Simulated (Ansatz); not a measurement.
The parent structure is SrTiO3 in the cubic perovskite structure (space group Pm-3m, No. 221; a = 3.891 Å). Axes: x, y, z lie along the cube axes.

The values are results of plane-wave PAW DFT at the PBEsol level (Ansatz, a first-principles code, 420 eV), without spin-orbit coupling, not measurements.

Strains are applied to the cell and any free atomic positions relax.

One change was made to it. Results:

| quantity | base | after |
|---|---|---|
| energy relative to the base (free energy F) | 0 meV/atom | +4.7 meV/atom |
| band gap | 1.85 eV | 1.77 eV |

**Question.** What was done to the base?
(A) tensor shear ε_xy = +1.67 %
(B) tensor shear ε_xy = +1.33 %
(C) tensor shear ε_xy = +0.67 %
(D) tensor shear ε_xy = +1.00 %
(E) tensor shear ε_xy = +0.33 %

**Answer.** A, tensor shear ε_xy = +1.67 %. For comparison, the energy relative to the base in the other runs: tensor shear ε_xy = +1.33 % gives +3.0 meV/atom; tensor shear ε_xy = +0.67 % gives +0.7 meV/atom; tensor shear ε_xy = +1.00 % gives +1.7 meV/atom; tensor shear ε_xy = +0.33 % gives +0.2 meV/atom.

No phonon test of stability was made. The final runs are not spin-polarised. Many cubic perovskites are stable only at high temperature; tilts and polar distortions were not tested.
